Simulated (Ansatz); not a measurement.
**CdSe: isotropic strain −1.20 %**

Base system: CdSe in the wurtzite structure (space group P6_3mc, No. 186; a = 4.3019 Å, c = 7.0210 Å).

Perturbation: an isotropic linear strain of −1.20 %; the atoms relax in the strained cell.

Level of theory: PBEsol/PAW in Ansatz (a program for electronic structure), scalar-relativistic without spin-orbit coupling. Settings: 9×9×5 k-points, 0.05 eV Fermi–Dirac smearing.

```csv
quantity,base,changed,shift
volume per atom,28.13 Å³,27.13 Å³,-1.00 Å³
space group,P6_3mc (No. 186),P6_3mc (No. 186),–
energy relative to the base (free energy F),0 meV/atom,+6.2 meV/atom,+6.2 meV/atom
"pressure (mean of the normal stresses, compression positive)",0.0 kbar,20.5 kbar,+20.44 kbar
band gap,0.54 eV,0.61 eV,+0.07 eV
gap character,direct at Γ,direct at Γ,–
mean gap deformation potential ΔEg/Δln V,–,-2.1 eV,–
width of the top valence band,1.75 eV,1.87 eV,+0.12 eV
electron mass,0.055 mₑ (at Γ),0.060 mₑ (at Γ),–
"valence-band top at Γ (three highest levels, from the VBM)","0.00, 0.00, -0.05 eV","0.00, 0.00, -0.06 eV",–
```

Final structure:

```xyz
4
Lattice="4.2503 0.0000 0.0000 -2.1252 3.6809 0.0000 0.0000 0.0000 6.9368" Properties=species:S:1:pos:R:3 pbc="T T T"
Cd     0.0000     2.4539     0.0009
Cd     2.1252     1.2270     3.4693
Se     0.0000     2.4539     2.6073
Se     2.1252     1.2270     6.0757
```

Effective masses come from finite differences of ±0.01 Å⁻¹. Stability against distortions was not tested.
